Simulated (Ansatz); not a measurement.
Consider CoSi2 (space group Fm-3m, No. 225; a = 5.315 Å; non-magnetic).

All numbers come from plane-wave PAW DFT at the r2SCAN level (Ansatz, an electronic-structure program, 500 eV), spin-orbit coupling left out.

Base values:

The pressure comes out as 0.0 GPa.

Now apply this change: the cell is scaled by 1.0227 in all directions; the atoms relax in the strained cell.

Problem. How does this affect the energy relative to the base?

Solution. The energy goes up by 33 meV/atom.

Problem. What happens to the pressure?

Solution. The pressure goes from zero to -11.4 GPa.

Stability against distortions was not tested. Starting moments died away, wholly or in part, for the base; another magnetic solution may exist. The final runs are not spin-polarised. An odd electron count without spin: CoSi2.
